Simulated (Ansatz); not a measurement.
**C vacancy + 1 H in metastable 2H silicon carbide**

Level of theory: PBE, PAW (plane waves to 420 eV; Ansatz, a quantum-chemistry and plane-wave program). The supercell holds 96 host sites (3×2×2 repeats of the unit cell), with a 2×2×2 shifted k-point sampling for the final energies. Sites at the start: the C site; 1 H on the vacancy's neighbours. Finite-size correction: monopole term and site-potential alignment. Dielectric constants: PBE linear response of the host. Host gap at this level: 2.31 eV. These values are not converged in cell size to better than tenths of an eV. PBE underestimates the host's gap, which shifts levels and can delocalise carriers. Spin–orbit coupling is left out. Each state is the lowest found from its start.

Formation energies E_f are given with the Fermi level at the valence-band maximum. Chemical conditions: C-rich (Δμ(C) = 0.00 eV, Δμ(H) = -0.32 eV, bounded by CH4 molecule; only phases computed here count, gases as isolated molecules at 0 K); Si-rich (Δμ(C) = -0.40 eV, Δμ(H) = -0.22 eV, bounded by CH4 molecule; only phases computed here count, gases as isolated molecules at 0 K). Reference phases: C: graphite, H: H2 molecule in a box.

```tsv
charge	moment (μB)	largest move off a lattice site (Å)	image correction with alignment (eV)	E_f, C-rich (eV)	E_f, Si-rich (eV)
+1†	not spin-polarised	0.22	0.09	–	–
0	1.0	0.22	0.00	4.91	4.41
−1†	not spin-polarised	0.39	0.25	–	–
```

† Not settled in this cell, so no level is given: charge +1: no spin-polarised start tried; charge −1: no spin-polarised start tried.

Flagged in the runs: a host whose relaxation on this sampling wasn't shown to rest, a strain field that reaches the edge of the cell.
